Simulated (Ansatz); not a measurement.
# L1₂ (Cu3Au-type) Cu3Au: bulk modulus by level of theory

No measured value is used here.

| level (code) | value (GPa) | cell (Å³/atom) |
|---|---|---|
| LDA (Ansatz) | [?] | 12.37 |
| PBE (Ansatz) | 142 | 13.51 |
| PBE+SOC (Ansatz) | 144 | 13.46 |
| PBEsol (Ansatz) | [?] | 12.80 |
| PBEsol+SOC (Ansatz) | 173 | 12.75 |
| HSE06 (Ansatz) | 135 | 13.44 |
| PBE0 (Ansatz) | 136 | 13.44 |

### Question
Complete the blanks.

### Answer

- LDA (Ansatz, a program for electronic structure), value (GPa): 191
- PBEsol (Ansatz), value (GPa): 171

Density-functional levels without +SOC have no spin–orbit coupling. HSE06, PBE0: the run has no spin polarisation, so it can have missed a magnetic state. Each level is taken at its own relaxed cell. Cutoffs and k meshes differ between the levels. Ansatz's density-functional and Hartree–Fock values are scalar-relativistic unless marked +SOC, with PAW data made under PBE.
